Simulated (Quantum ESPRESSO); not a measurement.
Quantum ESPRESSO is run on Tl2CdSnTe4 (P1, 8 atoms in the cell), and the run fails. The aim is a self-consistent single point with DFT, PBEsol, plane waves, GBRV 1.5 ultrasoft (PBESOL) pseudopotentials.

Cell that was meant: a = 6.9651 Å, b = 6.9651 Å, c = 6.9651 Å, α = 105.57°, β = 105.57°, γ = 117.59°.

Part of the input:

```fortran
   ibrav = 0
   nat = 8
   ntyp = 4
   ecutwfc = 40.0
   ecutrho = 200
   occupations = 'smearing'
   smearing = 'marzari-vanderbilt'
[...]
Te    0.4156170000    0.4137260000    0.3589070000
Te    0.5743230000    0.9386250000   -0.0065990000
Te    0.0575620000    0.0585290000    0.6367560000
Te    0,9451450000    0,5781870000    0,0006060000
K_POINTS automatic
3 3 2  0 0 0
```

Output (repeated stretches shortened):

```
     This program is part of the open-source Quantum ESPRESSO suite
     for quantum simulation of materials; please cite

[eval_infix.c] A parsing error occurred
helper string:
0,9451450000
error code:
Error: invalid token: ,

 %%%%%%%%%%%%%%%%%%%%%%%%%%%%%%%%%%%%%%%%%%%%%%%%%%%%%%%%%%%%%%%%%%%%%%%%%%%%%%
     Error in routine card_atomic_positions (1):
     Error while parsing atomic position card.
 %%%%%%%%%%%%%%%%%%%%%%%%%%%%%%%%%%%%%%%%%%%%%%%%%%%%%%%%%%%%%%%%%%%%%%%%%%%%%%

     stopping ...
```

Question: From the messages shown, name the fault and mend the input.

Answer: The fault is decimal commas. The program does not read a comma as a decimal mark. To fix it, use decimal points. The program stopped before any SCF iteration.

The sound input it was made from differs as follows (other fixes are possible):
```diff
-   ecutwfc = 40.0
+   ecutwfc = 40
-Te    0,9451450000    0,5781870000    0,0006060000
+Te    0.9451450000    0.5781870000    0.0006060000
```

With that input, the run converged in 11 iterations: free energy E − TS -9098.2034 eV; Fermi level (on the code's own zero) 6.89 eV; pressure -0.63 GPa; largest force (vector length) 0.595 eV/Å (DFT, PBEsol, plane waves, GBRV 1.5 ultrasoft (PBESOL) pseudopotentials).

On the sound input: the starting cell comes from a database of published, mostly measured structures (it also holds non-ambient and calculated ones), without a prior relaxation at this level. Its atoms were displaced at random from the sites of space group no. 121. The run gives no clean gap (levels at the Fermi energy touch, overlap or are partly filled at this smearing), which alone does not show that the compound is a metal. Without a gap this mesh is coarse (it stands for a supercell whose shortest vector is 14 Å).
